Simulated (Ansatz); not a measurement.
The reference is ZnS in the wurtzite structure (space group P6_3mc, No. 186; a = 3.782 Å, c = 6.208 Å). Axes: x lies along a and z along c of the hexagonal cell.

Calculations: plane-wave PAW DFT at the PBEsol level (Ansatz, an electronic-structure program, 420 eV), without spin-orbit coupling.

Strains are applied to the cell and any free atomic positions relax.

One change was made to it. Results:

The gap character stays direct at Γ; the band gap falls by 0.06 eV to 2.09 eV; the valence-band top at Γ (three highest levels, from the VBM) goes from 0.00, 0.00, -0.09 eV to 0.00, -0.05, -0.08 eV; the pressure (mean of the normal stresses, compression positive) goes from zero to -0.90 GPa; the electron mass changes from 0.16 mₑ along c, 0.18 mₑ across (at Γ) to 0.16 mₑ along z, 0.18 mₑ across (at Γ).

### Question
What was done to the base?
(A) uniaxial strain ε_xx = +3.00 %
(B) uniaxial strain ε_xx = +0.60 %
(C) uniaxial strain ε_xx = +1.80 %
(D) uniaxial strain ε_xx = +1.20 %

### Answer
D, uniaxial strain ε_xx = +1.20 %. For comparison, the valence-band top at Γ in the other runs: uniaxial strain ε_xx = +3.00 % gives 0.00, -0.07, -0.11 eV; uniaxial strain ε_xx = +0.60 % gives 0.00, -0.03, -0.09 eV; uniaxial strain ε_xx = +1.80 % gives 0.00, -0.07, -0.08 eV.

Masses are band curvatures over ±0.01 Å⁻¹ around the edge. Whether these cells are dynamically stable was not tested. Labels are those of the standard path for the cell's own space group.
